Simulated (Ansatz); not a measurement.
# Fe: isotropic strain +0.92 %

The parent structure is Fe in the bcc (W type) structure (space group Im-3m, No. 229; a = 2.8316 Å; ferromagnetic; relaxed with 0.1 eV smearing).

Now apply this change: the cell is scaled by 1.0092 in all directions; the atoms relax in the strained cell.

Calculations: Ansatz (a program for electronic structure) PBE, no spin-orbit coupling, earlier PAW set. Γ-centred 33×33×33 mesh, Fermi–Dirac width 0.1 eV.

| quantity | base | changed | shift |
|---|---|---|---|
| space group | Im-3m (No. 229) | Im-3m (No. 229) | – |
| shortest interatomic distance | 4.634 bohr | 4.677 bohr | +0.043 bohr |
| energy relative to the base (free energy F) | 0 meV/atom | +5.0 meV/atom | +5.0 meV/atom |
| pressure | 0.0 GPa | -4.9 GPa | -4.9 GPa |
| band gap | zero | zero | – |
| magnetic state | ferromagnetic | ferromagnetic | – |
| largest site moment | 2.21 μB | 2.26 μB | +0.05 μB |

Final structure:

```xyz
1
Lattice="-1.4288 1.4288 1.4288 1.4288 -1.4288 1.4288 1.4288 1.4288 -1.4288" Properties=species:S:1:pos:R:3 pbc="T T T"
Fe     0.0000     0.0000     0.0000
```

Other magnetic orders, which the real material may have, were not ruled out. No phonon test of stability was made.
